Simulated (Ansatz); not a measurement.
Take CaF2 in the fluorite structure (space group Fm-3m, No. 225) as the base.

```
CELL_PARAMETERS angstrom
      0.00000     2.71026     2.71026
      2.71026     0.00000     2.71026
      2.71026     2.71026     0.00000
ATOMIC_POSITIONS crystal
  Ca 0.00000 0.00000 0.00000
  F  0.25000 0.25000 0.25000
  F  0.75000 0.75000 0.75000
```

Cartesian axes are those of the cell as printed.

Method: Ansatz (a first-principles code), PBEsol, PAW, cutoff 420 eV, no spin-orbit coupling.

Perturbation: biaxial strain +0.62 %, plane normal [001], relaxed out of plane (Cartesian); in-plane vectors clamped, the third vector and the atoms free.

Problem. Predict the new in-plane stress, out-of-plane strain and energy relative to the base.

Solution. The mean in-plane stress (compression positive) amounts to -1.1 GPa; the out-of-plane strain is -0.34 %; the energy rises by 0.6 meV/atom.

Stability against distortions was not tested.
